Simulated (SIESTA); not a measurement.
A self-consistent single point of InH (P6_3mc, 4 atoms in the cell) with SIESTA.

Level of theory: GGA PBEsol with spin-orbit coupling, numerical atomic orbitals DZP, PseudoDojo PBEsol fully relativistic norm-conserving potentials (rewritten from UPF to PSML) run with SIESTA.

```xyz
4
Lattice="3.4309 0.0000 0.0000 -1.7154 2.9712 0.0000 0.0000 0.0000 6.7445" Properties=species:S:1:pos:R:3 pbc="T T T"
In     0.0000     1.9808     2.3173
In     1.7154     0.9904     5.6895
H      0.0000     1.9808     0.2119
H      1.7154     0.9904     3.5842
```

Reference input (self-consistent single point, DFT, GGA PBEsol, numerical atomic orbitals DZP, PseudoDojo PBEsol standard norm-conserving potentials (rewritten from UPF to PSML)): XC.functional = GGA; XC.authors = PBEsol; potentials = PseudoDojo PBEsol standard; PAO.BasisSize = DZP; PAO.EnergyShift = 0.01 Ry; MeshCutoff = 350 Ry; kgrid.MonkhorstPack = 8 8 4; OccupationFunction = MP; OccupationMPOrder = 0; ElectronicTemperature = 1578.21 K; MaxSCFIterations = 150; SCF.Mixer.Method = Broyden. This run's input differs from it in these lines:

```diff
@@ -1,2 +1,2 @@
-# files in the folder: In.psml H.psml (PseudoDojo PBEsol standard)
+# files in the folder: In.psml H.psml (PseudoDojo PBEsol fully relativistic)
 SystemName  InH
@@ -37,2 +37,9 @@
 ElectronicTemperature        1578.21 K
+Spin                         spin-orbit
+%block DM.InitSpin
+  1 0.00 0.00 0.00
+  2 0.00 0.00 0.00
+  3 0.00 0.00 0.00
+  4 0.00 0.00 0.00
+%endblock DM.InitSpin
```

Output, abridged:

```
        iscf     Eharris(eV)        E_KS(eV)     FreeEng(eV)     dDmax    Ef(eV) dHmax(eV)
   scf:    1    -3632.627611    -3633.339624    -3633.354983  0.515533 -3.580900  4.086061
     spin moment: {S} , |S| = {   -0.00000   -0.00000    0.00000 }     0.00000
   scf:    2    -3633.980409    -3633.667742    -3633.684645  0.018608 -3.601805  3.401664
     spin moment: {S} , |S| = {    0.00000    0.00000    0.00000 }     0.00000
   scf:    3    -3634.686897    -3634.327102    -3634.349920  0.073383 -3.653694  0.334578
     spin moment: {S} , |S| = {   -0.00000   -0.00000    0.00000 }     0.00000
   [... lines left out ...]
     spin moment: {S} , |S| = {    0.00000    0.00000    0.00000 }     0.00000
   scf:    6    -3634.335643    -3634.335627    -3634.358583  0.000064 -3.697267  0.006686
     spin moment: {S} , |S| = {   -0.00000    0.00000   -0.00000 }     0.00000
   scf:    7    -3634.335665    -3634.335638    -3634.358596  0.000275 -3.698596  0.001406
     spin moment: {S} , |S| = {    0.00000    0.00000   -0.00000 }     0.00000
   scf:    8    -3634.335637    -3634.335638    -3634.358597  0.000081 -3.698828  0.000867
     spin moment: {S} , |S| = {    0.00000    0.00000   -0.00000 }     0.00000
SCF Convergence by DM+H criterion
max |DM_out - DM_in|         :     0.0000810716
max |H_out - H_in|      (eV) :     0.0008666192
SCF cycle converged after 8 iterations

Using DM_out to compute the final energy and forces

siesta: E_KS(eV) =            -3634.3356

siesta: E_KS - E_eggbox =     -3634.3356

siesta: Atomic forces (eV/Ang):
     1   -0.000005    0.000003   -0.031111
     2    0.000005   -0.000003   -0.031111
     3   -0.000006    0.000003    0.031403
     4    0.000006   -0.000003    0.031403
   Tot    0.000000   -0.000000    0.000584
   Max    0.031403
   Res    0.018046    sqrt( Sum f_i^2 / 3N )
   Max    0.031403    constrained

Stress tensor Voigt[x,y,z,yz,xz,xy] (kbar):       23.05       23.15       31.84        0.00       -0.00        0.09
(Free)E + p*V (eV/cell)    -3635.4747
   [... lines left out ...]
siesta: FreeEng =     -3634.358597
   [... lines left out ...]
siesta:     0.014384    0.000054   -0.000000
siesta:     0.000054    0.014447    0.000000
siesta:    -0.000000    0.000000    0.019871

siesta: Cell volume =         68.752270 Ang**3

siesta: Pressure (static):
siesta:                Solid            Molecule  Units
siesta:          -0.00017681         -0.00016986  Ry/Bohr**3
siesta:          -0.01623416         -0.01559616  eV/Ang**3
siesta:         -26.00998613        -24.98780197  kBar
```

The run converged in 8 iterations. Against the reference run the pressure hardly changes (-2.52 to -2.60 GPa) and the largest force stays at 0.031 eV/Å.

The starting cell comes from a database of computed structures (which also holds hypothetical and non-ambient phases and stackings), without a prior relaxation at this level. Values carry the incompleteness of an atom-centred basis.

Cost on one core of a shared machine: roughly 40 s.
